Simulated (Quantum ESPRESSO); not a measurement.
# Quick settings and what they miss: La3Mg (Pmm2, 4 atoms in the cell)

Self-consistent single point.

```
CELL_PARAMETERS angstrom
      3.81151     0.00000     0.00000
      0.00000     5.84120     0.00000
      0.00000     0.00000     6.16029
ATOMIC_POSITIONS crystal
  La 0.00000 0.00000 0.00997
  La 0.50000 0.00000 0.45083
  La 0.50000 0.50000 0.86327
  Mg 0.00000 0.50000 0.34259
```

Computed with LDA (PZ), GBRV 1.5 ultrasoft (LDA) pseudopotentials (plane waves; Quantum ESPRESSO).

Base settings: ecutwfc = 40 Ry; ecutrho = 200 Ry; occupations = smearing; smearing = fermi-dirac; degauss = 0.0073499 Ry; potentials = {La: la_lda_v1.uspp.F.UPF, Mg: mg_lda_v1.4.uspp.F.UPF}; K_POINTS = automatic 7 5 5 0 0 0; conv_thr = 1e-09 Ry; mixing_beta = 0.7.

Tight run (finer mesh or higher cutoff; not a proven limit): ecutwfc: 40 Ry → 56 Ry; ecutrho: 200 Ry → 280 Ry; conv_thr: 1e-09 Ry → 7.3e-11 Ry; K_POINTS: automatic 7 5 5 0 0 0 → automatic 10 7 7 0 0 0. It gave Fermi level (on the code's own zero) 9.69 eV; pressure -3.45 GPa; largest force (vector length) 0.240 eV/Å.

Quick runs, as changes from the base:
- A: the base itself
- B: ecutwfc: 40 Ry → 20 Ry; ecutrho: 200 Ry → 100 Ry; K_POINTS: automatic 7 5 5 0 0 0 → automatic 2 2 2 0 0 0
- C: ecutwfc: 40 Ry → 24 Ry; ecutrho: 200 Ry → 120 Ry; conv_thr: 1e-09 Ry → 7.3e-06 Ry; K_POINTS: automatic 7 5 5 0 0 0 → automatic 6 6 6 0 0 0
- D: degauss: 0.0073499 Ry → 0.019992 Ry; K_POINTS: automatic 7 5 5 0 0 0 → automatic 4 4 4 0 0 0
- E: ecutwfc: 40 Ry → 24 Ry; ecutrho: 200 Ry → 120 Ry; smearing: fermi-dirac → marzari-vanderbilt; degauss: 0.0073499 Ry → 0.019992 Ry; K_POINTS: automatic 7 5 5 0 0 0 → automatic 3 3 3 1 1 1

Energies are extrapolated to zero smearing width, which holds to low order in the width alone (under cold and Methfessel-Paxton smearing the free energy itself is taken).

Dashes: time of B, under 30 s; pressure of C, not trusted under this conv_thr with d or f elements.

The count of work is k-points × plane waves × bands × iterations; it is no time. Core times come from one kind of shared machine and are given to one figure; runs under 30 s give none.

The starting cell comes from a database of computed structures (which also holds hypothetical and non-ambient phases and stackings), without a prior relaxation at this level. Its lattice was rescaled by a random factor within 2.5 % of one. In the base run, with a pressure of about -3 GPa the cell is away from its equilibrium volume at this level.

```csv
run,energy less tight (meV/atom),pressure less tight (GPa),largest miss in a force vector (eV/Å),count of work / tight,core time / tight (rough)
A,0.8,-0.01,0.035,0.20,0.3
B,1305.2,-36.72,0.303,0.013,–
C,379.7,–,0.017,0.13,0.1
D,22.9,0.86,0.200,0.17,0.2
E,391.1,-9.77,0.257,0.022,0.05
```

Among the runs at the tight run's level, the energy misses run from 0.8 to 1305.2 meV/atom.

Left out of this page: 1 run of the series outside the window shown, repeating another row's setting, or not comparable.
